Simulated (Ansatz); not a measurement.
The parent structure is HgTe in the zinc blende structure (space group F-43m, No. 216; a = 6.435 Å).

All numbers come from LDA (Ansatz, a first-principles code, PAW, scalar-relativistic without spin-orbit coupling).

Before the change:

- Pressure: 0.0 GPa
- Band gap: zero

Perturbation: every lattice vector is stretched by 0.50 %, atoms relaxed at fixed cell.

Estimate the effect on the pressure.

The pressure goes from zero to -0.7 GPa.

How does this affect the energy relative to the base?

The energy goes up by 1.1 meV/atom.

What does the calculation give for the band gap after the change?

The band gap is still zero.

A case with no gap was solved on a k-mesh chosen for an insulator, which is coarse for it. With Hg and Te present, leaving out spin-orbit coupling can change the band edges. The cells carry an imposed strain or load. Stability against distortions was not tested. All final runs are without spin polarisation. The zero or small gap of HgTe can change with the level of theory.
